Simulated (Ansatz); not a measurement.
The starting structures come from a database of crystals and need not be the phases stable at ambient conditions.

 Where the default PAW files enter, the runs use the earlier of Ansatz's two default sets.

By PBEsol, the system below comes out a metal.

A figure of merit of an interconnect metal is its ballistic conductance per area.

```yaml
crystal:
  lattice:
    - [3.71374, 0.00000, 0.00000]
    - [0.00000, 7.10277, 0.00000]
    - [0.00000, 0.00000, 7.10277]
  atoms:
    - { symbol: Zr, position: [0.50000, 0.67407, 0.17407] }
    - { symbol: Zr, position: [0.50000, 0.32593, 0.82593] }
    - { symbol: Zr, position: [0.50000, 0.17407, 0.32593] }
    - { symbol: Zr, position: [0.50000, 0.82593, 0.67407] }
    - { symbol: Zr, position: [0.00000, 0.00000, 0.00000] }
    - { symbol: Zr, position: [0.00000, 0.50000, 0.50000] }
    - { symbol: Si, position: [0.00000, 0.12185, 0.62185] }
    - { symbol: Si, position: [0.00000, 0.87815, 0.37815] }
    - { symbol: Si, position: [0.00000, 0.62185, 0.87815] }
    - { symbol: Si, position: [0.00000, 0.37815, 0.12185] }
```

Space group of this cell: P4/mbm. The cell is taken as given; by PBEsol its mean pressure is -3.7 GPa.

The current flows along the normal of the first two printed cell vectors, the (100) plane of the conventional cell. No spin-orbit coupling; the value is a mean over 0.1 eV about the Fermi level.

### Question
Compute, with PBEsol in Ansatz (a first-principles code), the ballistic conductance per area.

### Answer
0.54 × 10¹⁵ S/m² for both spins.
